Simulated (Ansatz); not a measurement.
# Defect calculation: Cd on the B site (Cd_B) in zinc-blende BAs

The numbers are results of PBE, PAW (plane waves to 420 eV; Ansatz, an electronic-structure program), not measurements. The supercell holds 64 host sites (2×2×2 repeats of the unit cell), with a 2×2×2 shifted k-point sampling for the final energies. Site at the start: the B site. Charged cells carry a point-charge image correction with potential alignment at far atoms. Dielectric constants: PBE linear response of the host. Host gap at this level: 1.20 eV. These values are not converged in cell size to better than tenths of an eV. PBE underestimates the host's gap, which shifts levels and can delocalise carriers. Spin–orbit coupling is left out. Each state is the lowest found from its start.

| charge | moment (μB) | largest move off a lattice site (Å) | image correction with alignment (eV) |
|---|---|---|---|
| +1* | not spin-polarised | 0.35 | – |
| 0† | 1.0 | 0.34 | 0.00 |
| −1 | not spin-polarised | 0.31 | -0.14 |

* At this level the carrier isn't localised at the defect: at charge +1 holes occupy the valence band. Such a state is shallow or no state of the defect, and this cell gives it no level.

† Not settled in this cell, so no level is given: charge 0: carriers not clearly localised.

Flagged in the runs: a doubtful potential alignment.
